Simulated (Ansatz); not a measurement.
# Response to strain in ZrSe2

The parent structure is ZrSe₂ in the CdI2 type structure (space group P-3m1, No. 164; a = 3.660 Å, c = 5.841 Å; layered, stacked along the Cartesian z axis; relaxed with 0.1 eV smearing). Axes: x lies along a and z along c of the hexagonal cell.

Strains are applied to the cell and any free atomic positions relax; under biaxial strain the out-of-plane vector relaxes too; under stress the whole cell relaxes.

Level of theory: DFT with PBEsol-D3(BJ), PAW potentials and a 420 eV plane-wave cutoff in Ansatz (a quantum-chemistry and plane-wave program), spin-orbit coupling left out, earlier PAW set.

Notes on the quantities. energy relative to the base: free energy F; pressure: mean of the normal stresses, compression positive.

| case | energy relative to the base | space group | shortest interatomic distance | pressure |
|---|---|---|---|---|
| base | 0 meV/atom | P-3m1 (No. 164) | 2.656 Å | 0.0 GPa |
| biaxial strain −2.50 %, plane normal [001], relaxed out of plane | – | P-3m1 (No. 164) | 2.641 Å | 2.3 GPa |
| biaxial strain +2.49 %, plane normal [001], relaxed out of plane | – | P-3m1 (No. 164) | 2.672 Å | -2.1 GPa |
| isotropic strain −2.11 % | +15 meV/atom | P-3m1 (No. 164) | 2.634 Å | 3.6 GPa |
| isotropic strain −1.31 % | +5.4 meV/atom | P-3m1 (No. 164) | 2.642 Å | 2.1 GPa |
| isotropic strain +1.47 % | +6.1 meV/atom | P-3m1 (No. 164) | 2.669 Å | -1.8 GPa |
| uniaxial strain ε_xx = −0.77 % | +0.5 meV/atom | C2/m (No. 12) | 2.651 Å | 0.4 GPa |
| uniaxial strain ε_yy = −4.71 % | +19 meV/atom | C2/m (No. 12) | 2.623 Å | 2.7 GPa |
| uniaxial stress, 2 GPa compression along z | … | P-3m1 (No. 164) | 2.651 Å | – |
| uniaxial stress, 1 GPa tension along x | +0.7 meV/atom | C2/m (No. 12) | 2.654 Å | – |

**Question.** What belongs in the blanks?

**Answer.** 
- uniaxial stress, 2 GPa compression along z, energy relative to the base: +3.0 meV/atom

Stability under load was not tested beyond the relaxation. All final runs are without spin polarisation.
